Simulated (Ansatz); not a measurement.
Hypothetical P6_422 AlP under a change: holes 7.0×10^21 cm⁻³

The parent structure is AlP (space group P6_422, No. 181; a = 3.8509 Å, c = 8.6903 Å; a hypothetical phase, not in the database extracts checked).

Perturbation: 0.781 holes added to each cell, a density of 7.0×10^21 cm⁻³, with a uniform compensating background at fixed cell and a 300 K Fermi–Dirac width.

All numbers come from Ansatz (a quantum-chemistry and plane-wave program), PBE, PAW, cutoff 420 eV, spin-orbit coupling left out. k-mesh 14×14×6 (Γ-centred); smearing 0.0259 eV (Fermi–Dirac).

```tsv
quantity	base	changed	shift
gap between the host's bands	0.95 eV	1.11 eV	+0.154 eV
gap character	indirect, Γ → M	indirect, Γ → M	–
Fermi level relative to the doped band's edge (positive inside the band; to 0.05 eV)	–	+0.70 eV	–
```

Charged cell with a jellium background: band edges are those of the host's band count, energies are not comparable with the neutral cell, and many-body gap narrowing is missing. Whether these cells are dynamically stable was not tested. The base started in P3_121 and relaxed to P6_422 at this level.
